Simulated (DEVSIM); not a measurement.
Structure: Co/La2O3/n-Ge capacitor, at 300 K.

Layer 1 from the left is La2O3, thickness (nm) 17.0. Layer 2 from the left is Ge, thickness (nm) 700, Nd (cm⁻³) 7.2e17.

Metal gate on the left, work function 5 eV. Fixed charge at the semiconductor interface -2.61e12 cm⁻² (in units of +e); no interface traps.

The device is made up for the run: typed textbook-type constants, with dimensions and the other settings drawn at random. Values at 300 K.

La2O3: gap (eV) 5.8, affinity (eV) 1.8, permittivity 27. Ge: gap (eV) 0.664, affinity (eV) 4, permittivity 16, Nc (cm⁻³) 1.04e19, Nv (cm⁻³) 6e18.

### Question
Estimate by hand the flat-band voltage, the threshold voltage, and compare with a numerical solution.

### Answer

- Flat-band voltage: C = 1.41 μF/cm², work-function difference 0.931 V; VFB = φms − qNf/C = 1.23 V; numerical 1.23 V.
- Threshold voltage: φF = 0.270 V, depletion charge √(4εqNφF) = 4.20e-7 C/cm²; VT = VFB − 2φF − Qd/C = 0.39 V; numerical 0.39 V.

Simulated with DEVSIM: 1D Poisson equation in equilibrium, Boltzmann statistics, complete ionisation; no quantum confinement or tunnelling. Metal contacts follow the ideal Schottky-Mott rule: no Fermi-level pinning, no interface dipoles.
